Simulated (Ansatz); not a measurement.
The parent structure is SiS₂ in the 2H-MoS2 type structure (space group P6_3/mmc, No. 194; a = 3.179 Å, c = 11.316 Å; a hypothetical phase, not in the database extracts checked; layered, stacked along the Cartesian z axis).

Computed with PBEsol-D3(BJ)/PAW in Ansatz (a first-principles code), no spin-orbit coupling, earlier PAW set.

Base values:

- c/a ratio: 3.560
- Volume per atom: 16.51 Å³

Perturbation: cell and atoms relaxed at a pressure of 45 GPa.

Q: Estimate the effect on the c/a ratio and volume per atom.

A: The c/a ratio drops by 0.323, from 3.560 to 3.237; the volume per atom shrinks by 4.78 Å³, from 16.51 Å³ to 11.73 Å³.

Load acts through the strain it causes; cell and atoms are relaxed under it. Whether these cells are dynamically stable was not tested. No other phases were tried under pressure. The final runs are not spin-polarised.
